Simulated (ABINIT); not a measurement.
Worked example: self-consistent single point of YAl3 (Pm-3m, 4 atoms in the cell) in ABINIT.

Level of theory: LDA (PW92), norm-conserving pseudopotentials (PseudoDojo nc-sr-04 LDA standard) (plane waves; ABINIT).

The change in words: lattice scaled by 0.98. Reference geometry:
```
YAl3
1.0
    4.20441     0.00000     0.00000
    0.00000     4.20441     0.00000
    0.00000     0.00000     4.20441
Y Al
1 3
Direct
  0.00000   0.00000   0.00000
  0.00000   0.50000   0.50000
  0.50000   0.00000   0.50000
  0.50000   0.50000   0.00000
```

Reference input (self-consistent single point, DFT, LDA (PW92), plane waves, norm-conserving pseudopotentials (PseudoDojo nc-sr-04 LDA standard)): pseudos = [Y.upf, Al.upf]; ecut = 36 Ha; occopt = 3; tsmear = 0.00367493 Ha; ngkpt = 6 6 6; nshiftk = 1; shiftk = 0 0 0; potentials = PseudoDojo nc-sr-04 LDA standard; nband = 15; kptopt = 1; nstep = 50; tolvrs = 1e-11. This run's input differs from it in these lines:

```diff
@@ -5,5 +5,5 @@
 rprim
-         4.2044140000    0.0000000000    0.0000000000
-         0.0000000000    4.2044140000    0.0000000000
-         0.0000000000    0.0000000000    4.2044140000
+         4.1203260000    0.0000000000    0.0000000000
+         0.0000000000    4.1203260000    0.0000000000
+         0.0000000000    0.0000000000    4.1203260000
 natom 4
@@ -14,5 +14,5 @@
          0.0000000000    0.0000000000    0.0000000000
-         0.0000000000    2.1022070000    2.1022070000
-         2.1022070000    0.0000000000    2.1022070000
-         2.1022070000    2.1022070000    0.0000000000
+         0.0000000000    2.0601630000    2.0601630000
+         2.0601630000    0.0000000000    2.0601630000
+         2.0601630000    2.0601630000    0.0000000000
       Angstrom
```

Output, abridged:

```
--- !BeginCycle
solver: {iscf: 7, nstep: 50, nline: 4, wfoptalg: 0, }
tolerances: {tolvrs: 1.00E-11, }
...

     iter   Etot(hartree)      deltaE(h)  residm     vres2
 ETOT  1  -47.989144795475    -4.799E+01 6.592E-02 6.431E+01
 ETOT  2  -48.015718869327    -2.657E-02 7.622E-03 1.224E+00
 ETOT  3  -48.015825029096    -1.062E-04 2.972E-03 6.219E-02
 ETOT  4  -48.015830976075    -5.947E-06 1.327E-03 6.955E-03
 ETOT  5  -48.015831719252    -7.432E-07 3.821E-04 9.198E-05
 ETOT  6  -48.015831729909    -1.066E-08 3.074E-04 2.324E-06
 ETOT  7  -48.015831730160    -2.512E-10 3.875E-04 9.951E-09
 ETOT  8  -48.015831730164    -3.290E-12 2.627E-04 1.787E-10
 ETOT  9  -48.015831730163     2.984E-13 3.207E-04 8.042E-13
 At SCF step    9       vres2   =  8.04E-13 < tolvrs=  1.00E-11 =>converged.

 Cartesian components of stress tensor (hartree/bohr^3)
  sigma(1 1)= -1.38752127E-04  sigma(3 2)=  0.00000000E+00
  sigma(2 2)= -1.38752127E-04  sigma(3 1)=  0.00000000E+00
  sigma(3 3)= -1.38752127E-04  sigma(2 1)=  0.00000000E+00

 ----iterations are completed or convergence reached----

 reduced coordinates (array xred) for    4 atoms
       0.000000000000      0.000000000000      0.000000000000
       0.000000000000      0.500000000000      0.500000000000
       0.500000000000      0.000000000000      0.500000000000
       0.500000000000      0.500000000000      0.000000000000
 cartesian forces (eV/Angstrom) at end:
    1     -0.00000000000000    -0.00000000000000    -0.00000000000000
   [... lines left out ...]
 Fermi (or HOMO) energy (hartree) =   0.32628   Average Vxc (hartree)=  -0.38712
   [... lines left out ...]
total_energy        : -4.80158317301633E+01
total_energy_eV     : -1.30657722856664E+03
band_energy         : -3.00396370812457E+00
...

-Cartesian components of stress tensor (GPa)         [Pressure=  4.0822E+00 GPa]
- sigma(1 1)= -4.08222784E+00  sigma(3 2)=  0.00000000E+00
- sigma(2 2)= -4.08222784E+00  sigma(3 1)=  0.00000000E+00
- sigma(3 3)= -4.08222784E+00  sigma(2 1)=  0.00000000E+00

 Calculation completed.
```

The run converged in 9 iterations. Against the reference run the free energy rises by 8.7 meV/atom and the pressure goes from -1.25 to 4.08 GPa.

The starting cell comes from a database of computed structures (which also holds hypothetical and non-ambient phases and stackings), without a prior relaxation at this level. Its lattice was rescaled by a random factor within 2.5 % of one. For this run, on top of that: lattice scaled by 0.98. With a pressure of about 4 GPa the cell is away from its equilibrium volume at this level.
